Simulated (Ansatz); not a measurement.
Levels about the gap of amorphous B$_{32}$N$_{32}$Cu (65 atoms in a cell of 670 Å³, 2.12 g/cm³; zone centre alone, so wide bands show as single levels with stretches between that a denser mesh fills), at the geometry that PBE relaxed, where it gives -7.3 GPa on a denser mesh. The participation number counts the atoms over which a state spreads; weights are charges in smoothed Voronoi cells. The levels come from a single point, so bond lengths are those of that geometry. Method of the levels: PBE, scalar-relativistic without spin-orbit coupling (Ansatz, a program for electronic structure). Sampling: the zone centre alone; Fermi-Dirac width 0.02 eV; collinear spin, started from a total moment of 1 μB (at the end a net moment of 1.0 μB). In the spin-polarised cell the level spacing at the Fermi energy can part levels of unlike spin.

It comes from a melt-quench run on a machine-learned potential (CHGNet), relaxed afterwards by DFT. N atoms were pushed apart under 1.9 Å during the dynamics, to hinder bonds among them. The hot cell started wider than the set density and was brought back towards it in steps. It is the lowest in DFT energy of 2 quenches. It is a model cell: composition and starting density were chosen by hand, and all elements were melted together. No dispersion term was used. Its density started from a set value of 2.12 and ended at 2.12 g/cm³. The simulated quench (nominally 730 K/ps over its main leg) is rapid and tends to freeze in more defects than a deposited or slowly cooled glass has. One small periodic cell is one sample of the glass; other quenches scatter about these values. The volume was held where the preparation left it, at a PBE pressure of -7.3 GPa (tension). Stress components on the final sampling reach 9.7 GPa. Cycles of charging lowered its energy after that relaxation.

```
E - E(highest filled), eV  filling  spin  participation number        largest on  weight N  weight B  weight Cu
-------------------------  -------  ----  --------------------  ----------------  --------  --------  ---------
-1.32                       filled    up                  13.7   N, 3 neighbours      0.83      0.15       0.03
-1.30                       filled    dn                  14.2   N, 3 neighbours      0.82      0.15       0.03
-1.25                       filled    up                  17.0  Cu, 3 neighbours      0.71      0.15       0.14
-1.21                       filled    dn                  11.0  Cu, 3 neighbours      0.62      0.13       0.25
-1.08                       filled    up                  10.5   N, 3 neighbours      0.82      0.14       0.04
-1.06                       filled    dn                  10.4   N, 3 neighbours      0.81      0.14       0.05
0.00                        filled    up                   6.4  Cu, 3 neighbours      0.32      0.32       0.36
0.58                         empty    dn                   6.9  Cu, 3 neighbours      0.29      0.37       0.34
1.52                         empty    up                  12.9   B, 3 neighbours      0.28      0.68       0.04
1.62                         empty    dn                  16.1   B, 3 neighbours      0.29      0.67       0.04
1.83                         empty    up                  16.4   B, 3 neighbours      0.24      0.75       0.01
1.85                         empty    dn                  19.1   B, 3 neighbours      0.25      0.75       0.01
1.97                         empty    up                  25.7   B, 3 neighbours      0.30      0.69       0.01
1.99                         empty    dn                  23.9   B, 3 neighbours      0.30      0.70       0.00
```

Most localised among these is the filled level at +0.00 eV, on a Cu atom, which has 3 neighbours (N 2.21 Å, N 2.29 Å, B 2.31 Å).
